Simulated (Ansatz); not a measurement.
Base system: Cu in the fcc (Cu type) structure (space group Fm-3m, No. 225; a = 3.579 Å; relaxed with 0.1 eV smearing). Axes: x, y, z lie along the cube axes.

All numbers come from r2SCAN (Ansatz, a first-principles code; PAW; 500 eV plane waves; no spin-orbit coupling), earlier PAW set.

Strains are applied to the cell and any free atomic positions relax; under biaxial strain the out-of-plane vector relaxes too.

One change was made to it. Results:

| quantity | base | after |
|---|---|---|
| shortest interatomic distance | 2.531 Å | 2.458 Å |
| energy relative to the base (free energy F) | 0 meV/atom | +8.1 meV/atom |

Name the change that was made.
A. strain tensor (xx, yy, zz, yz, xz, xy) = (−0.07, +0.62, −0.74, −0.42, −0.82, −0.03) %
B. biaxial strain +0.45 %, plane normal [111], relaxed out of plane
C. strain tensor (xx, yy, zz, yz, xz, xy) = (+0.48, −0.39, −2.56, −1.41, +0.13, −0.25) %

C, strain tensor (xx, yy, zz, yz, xz, xy) = (+0.48, −0.39, −2.56, −1.41, +0.13, −0.25) %. For comparison, the energy relative to the base in the other runs: biaxial strain +0.45 %, plane normal [111], relaxed out of plane gives +0.4 meV/atom; strain tensor (xx, yy, zz, yz, xz, xy) = (−0.07, +0.62, −0.74, −0.42, −0.82, −0.03) % gives +1.4 meV/atom.

Stability against distortions was not tested. All final runs are without spin polarisation.
